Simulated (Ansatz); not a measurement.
Base system: LiNbO₃ (space group R3c, No. 161).

```
CELL_PARAMETERS angstrom
      2.56874     1.48306     4.62825
     -2.56874     1.48306     4.62825
      0.00000    -2.96613     4.62825
ATOMIC_POSITIONS crystal
  Li 0.70218 0.70218 0.70218
  Li 0.20218 0.20218 0.20218
  Nb 0.98418 0.98418 0.98418
  Nb 0.48418 0.48418 0.48418
  O  0.62231 0.87636 0.26469
  O  0.87636 0.26469 0.62231
  O  0.26469 0.62231 0.87636
  O  0.76469 0.37636 0.12231
  O  0.37636 0.12231 0.76469
  O  0.12231 0.76469 0.37636
```

Cartesian axes are those of the cell as printed.

Computed with Ansatz (a program for electronic structure), r2SCAN, PAW, cutoff 500 eV, no SOC.

Before the change:

- Pressure: 0.0 kbar

The change: tensile biaxial strain of 2.40 % in the plane normal to [001], as in epitaxy on a mismatched substrate; the out-of-plane cell vector and the atoms relax.

### Question
Estimate the effect on the out-of-plane strain.

### Answer
The out-of-plane strain amounts to -1.26 %.

### Question
Predict the new energy relative to the base.

### Answer
The energy increases by 8.2 meV/atom.

### Question
Estimate the effect on the pressure.

### Answer
The pressure (mean of the normal stresses, compression positive) goes from zero to -32.9 kbar.

Stability against distortions was not tested.
